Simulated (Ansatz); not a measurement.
## Nb₂InC (space group P6_3/mmc, No. 194; a cell from a computed database, its experimental status unchecked)

```cif
data_C2In2Nb4
_chemical_formula_sum 'Nb4 In2 C2'
_space_group_name_H-M_alt 'P63/mmc'
_space_group_IT_number 194
_space_group_name_Hall '-P 6c 2c'
_cell_length_a 3.15876
_cell_length_b 3.15876
_cell_length_c 14.33120
_cell_angle_alpha 90.000
_cell_angle_beta 90.000
_cell_angle_gamma 120.000
loop_
_atom_site_label
_atom_site_type_symbol
_atom_site_symmetry_multiplicity
_atom_site_Wyckoff_symbol
_atom_site_fract_x
_atom_site_fract_y
_atom_site_fract_z
_atom_site_occupancy
Nb1 Nb 4 f 0.33333 0.66667 0.08261 1
In1 In 2 d 0.66667 0.33333 0.25000 1
C1 C 2 a 0.00000 0.00000 0.00000 1
```

All numbers come from PBEsol (Ansatz, a program for electronic structure; PAW; 420 eV plane waves; without spin-orbit coupling). Settings: 17×17×4 k-points, 0.05 eV Fermi–Dirac smearing.

| Item | Value |
|---|---|
| Volume per atom | 15.48 Å³ |
| Density | 8.38 g/cm³ |
| Band gap | zero |
| Total energy | -3691.263 eV/atom (σ→0; compares only within this code and set-up) |

Whether these cells are dynamically stable was not tested. The final runs are not spin-polarised.
